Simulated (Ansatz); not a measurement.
**As (model structure, started from the C4 type, I4₁32, No. 214, 4 atoms in the cell): bulk modulus B0 by level of theory**

No measured value is used here.

| level (code) | value (GPa) | cell (Å³/atom) |
|---|---|---|
| LDA (Ansatz) | 33.9 | 40.05 |
| PBEsol (Ansatz) | 32.4 | 41.11 |
| r²SCAN (Ansatz) | 32.2 | 41.03 |

LDA, PBEsol, r²SCAN: the bulk modulus is −V dP/dV from two relaxed cells at ±2 % in volume. Each level is taken at its own relaxed cell. Cutoffs differ between the levels. Ansatz's density-functional and Hartree–Fock values are scalar-relativistic unless marked +SOC, with PAW data made under PBE.

A model structure was made by putting elements into a prototype or built by hand; it is no filed structure, need not be a known phase, and can be a saddle point held by its symmetry.

Ansatz is a first-principles code.
